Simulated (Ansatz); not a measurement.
Given:

End structure of a constructed model of the (111) surface of fcc Pd, a pseudomorphic layer of Mn in the host's stacking (bottom of the slab: a bare face, its two planes held):

```yaml
crystal:
  lattice:
    - [2.78861, 0.00000, 0.00000]
    - [-1.39431, 2.41501, 0.00000]
    - [0.00000, 0.00000, 30.00000]
  atoms:
    - { symbol: Pd, position: [0.33333, 0.66667, 0.27006] }
    - { symbol: Pd, position: [0.66667, 0.33333, 0.34595] }
    - { symbol: Pd, position: [0.00000, 0.00000, 0.42161] }
    - { symbol: Pd, position: [0.33333, 0.66667, 0.49749] }
    - { symbol: Pd, position: [0.66667, 0.33333, 0.57369] }
    - { symbol: Pd, position: [0.00000, 0.00000, 0.65160] }
    - { symbol: Mn, position: [0.33333, 0.66667, 0.72248] }
```

Slab: 7 atoms, 13.8 Å thick at the start; k 15x15x1, smearing 0.1 eV, dipole-corrected; 2 atoms held, the rest relaxed; held to the start's symmetry, so lower structures may exist; spin-polarised, ending with about 4.4 μB a cell; orders that need a larger cell were not tried, no spin-orbit, no U. It is one candidate, not shown to be the stable structure of the face.

**Question.** Give the work function of the top face at the level PBE (Ansatz, a quantum-chemistry and plane-wave program).

**Answer.** 4.19 eV
